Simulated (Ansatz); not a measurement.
This Ansatz (a program for electronic structure) input is the reference run, NaI in the rock salt structure (space group Fm-3m, No. 225), computed with PBEsol (Ansatz), spin-orbit coupling left out:

Ansatz 0.2 input:
```yaml
crystal:
  lattice:
    - [0, 3.2010538801, 3.2010538801]
    - [3.2010538801, 0, 3.2010538801]
    - [3.2010538801, 3.2010538801, 0]
  atoms:
    - { symbol: Na, position: [0, 0, 0] }
    - { symbol: I, position: [0.5, 0.5, 0.5] }
basis: { ecutwfc: 420, ecutrho_ratio: 4, xc_grid: 2, fft_grid_basis: typed }
kpoints: { mp_grid: { grid: [9, 9, 9] } }
hamiltonian:
  xc: pbesol
  dispersion: none
  pseudopotentials: { kind: paw }
scf: { occupations: { method: fermi_dirac, width: 0.05 }, convergence: { dr2_threshold: 0.0000000002 } }
output: { forces: true, stress: true }
checkpoint: { write: state.ck, write_every: 1000 }
```

Task: Write the input for this change: tensor shear ε_xy = +0.57 % (engineering shear γ = 0.0114), atoms relaxed at fixed cell.

Result: 
Ansatz 0.2 input:
```yaml
crystal:
  lattice:
    - [0.0182460071, 3.2010538801, 3.2010538801]
    - [3.2010538801, 0.0182460071, 3.2010538801]
    - [3.2192998872, 3.2192998872, 0]
  atoms:
    - { symbol: Na, position: [0, 0, 0] }
    - { symbol: I, position: [0.5, 0.5, 0.5] }
basis: { ecutwfc: 420, ecutrho_ratio: 4, xc_grid: 2, fft_grid_basis: typed }
kpoints: { mp_grid: { grid: [9, 9, 9] } }
hamiltonian:
  xc: pbesol
  dispersion: none
  pseudopotentials: { kind: paw }
scf: { occupations: { method: fermi_dirac, width: 0.05 }, convergence: { dr2_threshold: 0.0000000002 } }
relax: { f_tol: 0.005, max_steps: 50 }
output: { forces: true, stress: true }
checkpoint: { write: state.ck, write_every: 1000 }
```
This is the input that was run.

The cells carry an imposed strain or load. Stability against distortions was not tested.
